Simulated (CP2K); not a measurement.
Band structure of MoSeS (Amm2, 6 atoms in the cell).

```
CELL_PARAMETERS angstrom
     19.39874     0.00000     0.00000
      0.00000     3.24922     0.00000
      0.00000     1.62486     2.81376
ATOMIC_POSITIONS crystal
  Mo 0.00000 0.55593 0.55593
  Mo 0.50000 0.33295 0.33295
  Se 0.58657 0.66625 0.66625
  Se 0.41343 0.66625 0.66625
  S  0.07890 0.22260 0.22260
  S  0.92110 0.22260 0.22260
```

Computed with PBEsol, GPW, DZVP-MOLOPT-PBE-GTH basis, GTH-PBE potentials (POTENTIAL_UZH) (CP2K).

Settings: CUTOFF = 500 Ry; REL_CUTOFF = 60 Ry; KPOINTS/SCHEME = MONKHORST-PACK 1 7 7; XC_FUNCTIONAL = PBE:PBESOL; Mo/BASIS_SET = DZVP-MOLOPT-PBE-GTH-q14; Mo/POTENTIAL = GTH-PBE-q14; Se/BASIS_SET = DZVP-MOLOPT-PBE-GTH-q6; Se/POTENTIAL = GTH-PBE-q6; S/BASIS_SET = DZVP-MOLOPT-PBE-GTH-q6; S/POTENTIAL = GTH-PBE-q6; METHOD = GPW; EPS_DEFAULT = 1e-11; EXTRAPOLATION = USE_GUESS; NGRIDS = 5.

The starting cell comes from a database of computed structures (which also holds hypothetical and non-ambient phases and stackings), without a prior relaxation at this level. Values carry the incompleteness of an atom-centred basis. The potentials were made for another functional than the one used.

**Question.** Predict the gap along the standard path and the places of the band edges.

**Answer.** The gap along the path is 0.60 eV, direct at K to within 0.01 eV.

Levels in eV from the top of the valence band on the SCF mesh, bands 23 to 27:
```json
[
 {"point": "Γ", "23": "-0.92", "24": "-0.91", "25": "-0.29", "26": "-0.25", "27": "2.04"},
 {"point": "M", "23": "-1.84", "24": "-1.20", "25": "-0.61", "26": "-0.41", "27": "1.48"},
 {"point": "K", "23": "-2.57", "24": "-2.12", "25": "-0.68", "26": "0.19", "27": "0.80"},
 {"point": "A", "23": "-0.92", "24": "-0.91", "25": "-0.28", "26": "-0.26", "27": "2.04"},
 {"point": "L", "23": "-1.84", "24": "-1.20", "25": "-0.61", "26": "-0.41", "27": "1.48"},
 {"point": "H", "23": "-2.57", "24": "-2.12", "25": "-0.68", "26": "0.19", "27": "0.80"}
]
```

Higher empty bands are left out: an atom-centred basis made for the valence describes them poorly.
